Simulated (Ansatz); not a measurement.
The parent structure is TiB$_{2}$ (space group P6/mmm, No. 191; a = 3.0174 Å, c = 3.1851 Å). Axes: x lies along a and z along c of the hexagonal cell.

Modification: compressive biaxial strain of 4.21 % in the plane normal to [001], as in epitaxy on a mismatched substrate; the out-of-plane cell vector and the atoms relax.

Levels (all Ansatz, a program for electronic structure, PAW): PBEsol (420 eV, scalar-relativistic without spin-orbit coupling); r2SCAN (500 eV, spin-orbit coupling left out).

The geometry is relaxed with PBEsol.

- PBEsol pressure: 23.0 GPa

With r2SCAN at the same geometry, the pressure grows by 5.05 GPa to 28.0 GPa.

Single points use the geometry relaxed with PBEsol. Their cutoffs differ, which shifts pressures a little. A case with no gap was solved on a k-mesh chosen for an insulator, which is coarse for it. Without a gap, meshes like the base's 13×13×10 leave anisotropic stresses uncertain by several tenths of a GPa, and small strain energies with them. No phonon test of stability was made. All final runs are without spin polarisation.
